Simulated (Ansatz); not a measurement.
Here is the system:

End structure of a constructed model of the (111) surface of fcc Ni, ferromagnetic, a layer of Au in place of the second plane (bottom of the slab: a bare face, its two planes held):

```xyz
6
Lattice="2.4886 0.0000 0.0000 -1.2443 2.1552 0.0000 0.0000 0.0000 26.5000" Properties=species:S:1:pos:R:3 pbc="T T T"
Ni     0.0000     1.4368     8.0982
Ni     1.2443     0.7184    10.1301
Ni     0.0000     0.0000    12.1584
Ni     0.0000     1.4368    14.1692
Au     1.2443     0.7184    16.5983
Ni     0.0000     0.0000    19.0202
```

Slab: 6 atoms, 10.3 Å thick at the start (thin: gaps and levels are the slab's own); k 17x17x1, smearing 0.1 eV, dipole-corrected; 2 atoms held, the rest relaxed; start symmetry kept, larger cells not searched; spin-polarised, ending with about 3.1 μB a cell; orders that need a larger cell were not tried, no spin-orbit, no U. It is one candidate, not shown to be the stable structure of the face.

Problem. Estimate the work function of the top face that PBE in Ansatz (a quantum-chemistry and plane-wave program) returns for this input.

Solution. 5.35 eV
